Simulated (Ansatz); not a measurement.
Here is the system:

End structure of a constructed model of the (111) surface of fcc Cu, a pseudomorphic layer of Mo in the host's stacking (bottom of the slab: a bare face, its two planes held):

```
CELL_PARAMETERS angstrom
      2.56680     0.00000     0.00000
     -1.28340     2.22291     0.00000
      0.00000     0.00000    29.50000
ATOMIC_POSITIONS crystal
  Cu 0.33333 0.66667 0.27857
  Cu 0.66667 0.33333 0.34961
  Cu 0.00000 0.00000 0.42041
  Cu 0.33333 0.66667 0.49150
  Cu 0.66667 0.33333 0.56252
  Cu 0.00000 0.00000 0.63413
  Mo 0.33333 0.66667 0.71242
```

Slab: 7 atoms, 13.1 Å thick at the start with caps and adatoms (thin: gaps and levels are the slab's own); k 17x17x1, smearing 0.1 eV, dipole-corrected; single point; on the structure that PBE left under its start's symmetry; no spin, no spin-orbit, no U. In PBE it lies 0.01 eV a 1x1 cell over the lowest computed structure of the same composition (a pseudomorphic layer of Mo in the other hollow).

Q: Estimate the work function of the top face that r2SCAN, at the PBE geometry (Ansatz, a first-principles code) returns for this input.

A: 5.71 eV
